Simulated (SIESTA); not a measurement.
SIESTA is run on LaCo₂Ni₃ (P6/mmm, 6 atoms in the cell), and the run fails. The aim is a self-consistent single point with DFT, GGA PBEsol, numerical atomic orbitals TZP, PseudoDojo PBEsol standard norm-conserving potentials (rewritten from UPF to PSML).

Cell that was meant: a = 4.9501 Å, b = 4.9501 Å, c = 4.0078 Å, α = 90.00°, β = 90.00°, γ = 120.00°.

Part of the input:

```
# files in the folder: La.psml Co.psml Ni.psml (PseudoDojo PBEsol standard)
SystemName  siesta
SystemLabel siesta

NumberOfAtoms                7
NumberOfSpecies              3
%block ChemicalSpeciesLabel
  1 57 La
```

The program printed (abridged):

```
reinit: Reading from file input.fdf

reinit: System Name: siesta
reinit: System Label: siesta

NOTE on units for spin output:
{S} is the spin magnetic moment, in units of the Bohr magneton,
assuming a g-factor for the electron spin of exactly 2.
The spin magnetic moment is then numerically equal to the charge inbalance,
in units of electrons, between the spin-up and -down channels.

coor:   Atomic-coordinates input format  =     Cartesian coordinates
coor:                                            (in Bohr units)
coor: ERROR in AtomicCoordinatesAndAtomicSpecies block
coor: ERROR in AtomicCoordinatesAndAtomicSpecies block
Stopping Program from Node:    0
Stopping Program from Node:    0
```

Question: From the messages shown, name the fault and mend the input.

Answer: The fault is an atom count that does not match the list of atoms; here the program stops on it instead of giving results. To fix it, make the count match the list. The program stopped before any SCF iteration.

An input that runs soundly differs in these lines (not the only fix; some lines may just follow from the change or write a value another way):
```diff
-SystemName  siesta
+SystemName  LaCo2Ni3
-NumberOfAtoms                7
+NumberOfAtoms                6
```

With that input, the run converged in 29 iterations: free energy E − TS -22952.5283 eV; Fermi level (on the code's own zero) -4.76 eV; pressure -5.67 GPa; size of the cell's spin moment 3.95 μB; site moments (μB, in the program's spheres or projections) La -0.28, Co 1.50, Co 1.50, Ni 0.41, Ni 0.41, Ni 0.41 (DFT, GGA PBEsol, numerical atomic orbitals TZP, PseudoDojo PBEsol standard norm-conserving potentials (rewritten from UPF to PSML)).

On the sound input: the starting cell comes from a database of computed structures (which also holds hypothetical and non-ambient phases and stackings), without a prior relaxation at this level. The magnetic order is the one reached from the typed start; others were not searched systematically. Values carry the incompleteness of an atom-centred basis. With a pressure of about -6 GPa the cell is away from its equilibrium volume at this level.
